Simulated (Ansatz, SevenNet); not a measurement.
# L1₂ (Cu3Au-type) Ni3Fe: properties by level of theory

Reference values: lattice constant a 3.545 Å (measured, temperature not stated, copied from a table, unchecked, not corrected to a static lattice; as tabulated in Mineralogical Magazine 44, 225 (1981)).

| level (code) | lattice constant a (Å) | enthalpy of formation (eV/atom) |
|---|---|---|
| SevenNet-0 | 3.535 | -0.037 |
| SevenNet-l3i5 | 3.538 | -0.086 |
| PBEsol-D3(BJ) (Ansatz) | … | … |
| r²SCAN (Ansatz) | … | -0.130 |
| B3LYP (VWN-RPA form) (Ansatz) | 3.596 | … |

### Question
Some entries are withheld; supply them.

### Answer

- PBEsol-D3(BJ) (Ansatz, a quantum-chemistry and plane-wave program), lattice constant a (Å): 3.457
- PBEsol-D3(BJ) (Ansatz), enthalpy of formation (eV/atom): -0.076
- r²SCAN (Ansatz), lattice constant a (Å): 3.515
- B3LYP (VWN-RPA form) (Ansatz), enthalpy of formation (eV/atom): -0.201

Machine-learned potentials (SevenNet-0, SevenNet-l3i5) are trained on DFT data: a solid inside that data is no test of them.

Ansatz's density-functional and Hartree–Fock values are scalar-relativistic unless marked +SOC, with PAW data made under PBE.

Spin-polarised runs: PBEsol-D3(BJ) (parallel moments), r²SCAN (parallel moments), B3LYP (VWN-RPA form) (parallel moments).

The computed numbers hold no vibrational or temperature effects.
